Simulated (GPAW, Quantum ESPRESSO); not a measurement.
A GPAW input for a self-consistent single point of CrO2 (P4_2/mnm, 6 atoms in the cell) (DFT PBE, plane waves, GPAW PAW datasets PBE (gpaw-data 1.0.1)):

```python
from ase import Atoms
from ase.units import GPa
from gpaw import GPAW

atoms = Atoms(['Cr', 'Cr', 'O', 'O', 'O', 'O'],
              cell=[[4.451518, 0.000000, 0.000000],
                    [0.000000, 4.451518, 0.000000],
                    [0.000000, 0.000000, 2.941863]],
              scaled_positions=[[0.000000, 0.000000, 0.500000],
                                [0.500000, 0.500000, 0.000000],
                                [0.197260, 0.197260, 0.000000],
                                [0.802740, 0.802740, 0.000000],
                                [0.302740, 0.697260, 0.500000],
                                [0.697260, 0.302740, 0.500000]],
              pbc=True)

atoms.set_initial_magnetic_moments([3.0, 3.0, 0.0, 0.0, 0.0, 0.0])

calc = GPAW(spinpol=True,
            mode={'name': 'pw', 'ecut': 950},
            xc='PBE',
            kpts=(5, 5, 7),
            occupations={'name': 'fermi-dirac', 'width': 0.1},
            nbands=-12,
            convergence={'forces': 0.001},
            symmetry={'symmorphic': False, 'tolerance': 0.0005},
            maxiter=150)

atoms.calc = calc

energy = atoms.get_potential_energy()
print('Energy (eV):', round(energy, 6))
forces = atoms.get_forces()
print('Forces (eV/Ang):')
print(forces.round(5))
stress = atoms.get_stress()
print('Stress (GPa, Voigt):', (stress / GPa).round(4))
```

Task: Write the same calculation as an input for Quantum ESPRESSO.

Result: One input that does it (others would too):

```fortran
&CONTROL
   calculation = 'scf'
   prefix = 'run'
   outdir = './work'
   pseudo_dir = './'
   tprnfor = .true.
   tstress = .true.
/
&SYSTEM
   ibrav = 6
   A = 4.4515180000
   C = 2.9418630000
   nat = 6
   ntyp = 2
   ecutwfc = 95
   occupations = 'smearing'
   smearing = 'fermi-dirac'
   degauss = 0.0073499
   nspin = 2
   starting_magnetization(1) = 0.214
/
&ELECTRONS
   conv_thr = 1e-10
   mixing_beta = 0.3
/
ATOMIC_SPECIES
Cr    51.9961  Cr.upf
O     15.9990  O.upf
ATOMIC_POSITIONS {bohr}
Cr    0.0000000000    0.0000000000    2.7796576831
Cr    4.2060749294    4.2060749294    0.0000000000
O     1.6593806812    1.6593806812    0.0000000000
O     6.7527691777    6.7527691777    0.0000000000
O     2.5466942483    5.8654556106    2.7796576831
O     5.8654556106    2.5466942483    2.7796576831
K_POINTS {automatic}
5 5 7  0 0 0
```

Basis, cutoffs, solver keys and any potentials are the target program's own. This input uses DFT, PBE, plane waves, PseudoDojo standard norm-conserving (PBE) pseudopotentials.

The starting cell comes from a database of computed structures (which also holds hypothetical and non-ambient phases and stackings), without a prior relaxation at this level. Its lattice was rescaled by a random factor within 2.5 % of one.
